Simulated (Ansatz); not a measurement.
Response to strain in hypothetical CsCl type BiSb

Consider BiSb in the CsCl type structure (space group Pm-3m, No. 221; a = 3.8944 Å; a hypothetical phase, not in the database extracts checked; relaxed with 0.1 eV smearing). Axes: x, y, z lie along the cube axes.

Strains are applied to the cell and any free atomic positions relax.

Level of theory: DFT with PBE, PAW potentials and a 420 eV plane-wave cutoff in Ansatz (a first-principles code), no SOC.

Candidates:
(a) isotropic strain −5.00 %
(b) uniaxial strain ε_yy = +1.18 %
(c) strain tensor (xx, yy, zz, yz, xz, xy) = (+1.32, +1.31, +1.40, −0.70, −0.05, +2.27) %

Notes on the quantities. energy relative to the base: free energy F.

Task: Order them by energy relative to the base, lowest first.

Result: (b) uniaxial strain ε_yy = +1.18 % (+0.9 meV/atom), (c) strain tensor (xx, yy, zz, yz, xz, xy) = (+1.32, +1.31, +1.40, −0.70, −0.05, +2.27) % (+12 meV/atom), (a) isotropic strain −5.00 % (+139 meV/atom)

Stability against distortions was not tested. The final runs are not spin-polarised.
